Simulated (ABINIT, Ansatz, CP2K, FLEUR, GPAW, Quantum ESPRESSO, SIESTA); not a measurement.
## Code comparison for InHO₂ (Pmn2_1, 8 atoms in the cell)

Self-consistent single point.

```yaml
crystal:
  lattice:
    - [3.29850, 0.00000, 0.00000]
    - [0.00000, 4.59052, 0.00000]
    - [0.00000, 0.00000, 5.30213]
  atoms:
    - { symbol: In, position: [0.00000, 0.72794, 0.00035] }
    - { symbol: In, position: [0.50000, 0.27206, 0.50035] }
    - { symbol: H, position: [0.00000, 0.80110, 0.47911] }
    - { symbol: H, position: [0.50000, 0.19890, 0.97911] }
    - { symbol: O, position: [0.00000, 0.52282, 0.63851] }
    - { symbol: O, position: [0.50000, 0.47718, 0.13851] }
    - { symbol: O, position: [0.00000, 0.98158, 0.36403] }
    - { symbol: O, position: [0.50000, 0.01842, 0.86403] }
```

All programs got the same cell, k-point mesh and kind of occupations (in Ansatz's words: kpoints.mp_grid.grid = 7 5 4; scf.occupations.method = fermi_dirac; scf.occupations.width = 0.01 eV); potentials, basis and cutoffs are each program's usual ones.

| code | model | pressure (GPa) | largest force (eV/Å) | gap on the mesh (eV) | k-points | cutoff |
|---|---|---|---|---|---|---|
| CP2K | LDA (Pade form), GPW, DZVP-MOLOPT-SR-GTH basis, GTH-PADE potentials (GTH_POTENTIALS) | -2.46 | 0.664 | 1.825 | 71 | grid 500 Ry |
| GPAW | LDA (Perdew-Wang 92), GPAW PAW datasets LDA (gpaw-data 1.0.1) | – | 0.674 | 1.875 | 36 | 950 eV |
| Ansatz | LDA (PW92), PAW files made with PBE | -5.21 | 0.575 | 1.877 | 36 | 420 eV |
| SIESTA | LDA PW92, numerical atomic orbitals DZP, PseudoDojo LDA standard norm-conserving potentials (rewritten from UPF to PSML) | -3.43 | 0.924 | 1.861 | 73 | grid 300 Ry |
| ABINIT | LDA (PW92), norm-conserving pseudopotentials (PseudoDojo nc-sr-04 LDA standard) | -5.23 | 0.491 | 1.900 | 36 | 84 Ry |
| FLEUR | LDA (Perdew-Zunger), all-electron FLAPW (FLEUR), scalar-relativistic valence | – | 0.708 | 1.715 | 36 | Kmax 4.7 1/bohr |
| Quantum ESPRESSO | LDA (PZ), GBRV 1.5 ultrasoft (LDA) pseudopotentials | -5.40 | 0.889 | 1.877 | 36 | 40 Ry |

Size of the force on each atom (eV/Å): Sizes of forces hide their directions.

```json
[
 {"code": "CP2K", "In1": "0.059", "In2": "0.059", "H3": "0.664", "H4": "0.664", "O5": "0.133", "O6": "0.135", "O7": "0.628", "O8": "0.614"},
 {"code": "GPAW", "In1": "0.018", "In2": "0.018", "H3": "0.641", "H4": "0.641", "O5": "0.066", "O6": "0.066", "O7": "0.674", "O8": "0.674"},
 {"code": "Ansatz", "In1": "0.009", "In2": "0.009", "H3": "0.556", "H4": "0.556", "O5": "0.060", "O6": "0.060", "O7": "0.575", "O8": "0.575"},
 {"code": "SIESTA", "In1": "0.067", "In2": "0.067", "H3": "0.924", "H4": "0.924", "O5": "0.163", "O6": "0.163", "O7": "0.910", "O8": "0.910"},
 {"code": "ABINIT", "In1": "0.012", "In2": "0.012", "H3": "0.490", "H4": "0.490", "O5": "0.071", "O6": "0.071", "O7": "0.491", "O8": "0.491"},
 {"code": "FLEUR", "In1": "0.115", "In2": "0.115", "H3": "0.684", "H4": "0.684", "O5": "0.221", "O6": "0.221", "O7": "0.708", "O8": "0.708"},
 {"code": "Quantum ESPRESSO", "In1": "0.022", "In2": "0.022", "H3": "0.870", "H4": "0.870", "O5": "0.066", "O6": "0.066", "O7": "0.889", "O8": "0.889"}
]
```

A dash marks a value that a program does not give, or that is left out as unsure.

Gaps are read on the mesh.

The spread over the programs that give each value: pressure within 2.94 GPa; largest force within 0.433 eV/Å; gap on the mesh within 0.185 eV.

The starting cell comes from a database of computed structures (which also holds hypothetical and non-ambient phases and stackings), without a prior relaxation at this level. On Ansatz's run: In the base run, with a pressure of about -5 GPa the cell is away from its equilibrium volume at this level.

Q: Why do the programs differ, and what cannot be compared?

A: Differences of this kind can come from the potentials, where these differ, and from what each basis and cutoff leave unconverged. The zero of total energies and Fermi levels follows the potentials and each program's conventions, so they are not compared here. CP2K and SIESTA use small atom-centred bases, whose incompleteness enters pressures, forces and empty levels differently from a plane-wave cutoff. FLEUR treats all electrons, but the usual bases taken here (sphere radii, linearisation, local orbitals, empty states) were not tested for convergence, so the values are no reference for the others. Ansatz's pressure is given at a fixed set of plane waves, as the other plane-wave codes print theirs; with its correction for the finite basis it is -4.62 GPa (the shift of 0.59 GPa shows how far the cutoff is from converged). The pressure of GPAW is left out: its cutoff lies under the one at which its stress was checked. The same LDA comes in different parametrisations, which differ slightly. The programs reduce the same mesh by symmetry to different extents, which changes the work and not the result. In the pressure, CP2K (by 2.77) and SIESTA (by 1.79) lie more than 1 GPa from the median of the plane-wave programs. In the gap, FLEUR (by 0.162) lies more than 0.12 eV from the median of the plane-wave programs. In the force vectors, CP2K (by 0.124), SIESTA (by 0.325), ABINIT (by 0.135), FLEUR (by 0.158) and Quantum ESPRESSO (by 0.272) lie more than 0.08 eV/Å from the median of the plane-wave programs.

Ansatz is a first-principles code.

Keys are those of Ansatz 0.2.
